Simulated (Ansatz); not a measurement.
# Hypothetical zinc blende LuN: element substitutions

Take LuN in the zinc blende structure (space group F-43m, No. 216; a = 5.072 Å; a hypothetical phase, not in the database extracts checked) as the base.

Each row replaces one element on all its sites; cell and atoms are relaxed.

Computed with PBEsol (Ansatz, a quantum-chemistry and plane-wave program; PAW; 420 eV plane waves; scalar-relativistic without spin-orbit coupling).

| change | lattice parameter a | band gap |
|---|---|---|
| base | 507.2 pm | 2.16 eV |
| Lu → Ta | 471.4 pm | zero |
| N → F | 533.0 pm | 0.30 eV |
| N → C | 521.2 pm | zero |
| N → Sb | 674.3 pm | 1.45 eV |

With Sb present, leaving out spin-orbit coupling can change the band edges. Whether these cells are dynamically stable was not tested. As relaxed here, LuF, LuC and LuSb are hypothetical phases, not in the database extracts checked. For TaN in this form, whether it has been made was not checked. The final runs are not spin-polarised. An odd electron count without spin: LuC. This is not the structure that TaN has at room temperature and ambient pressure.
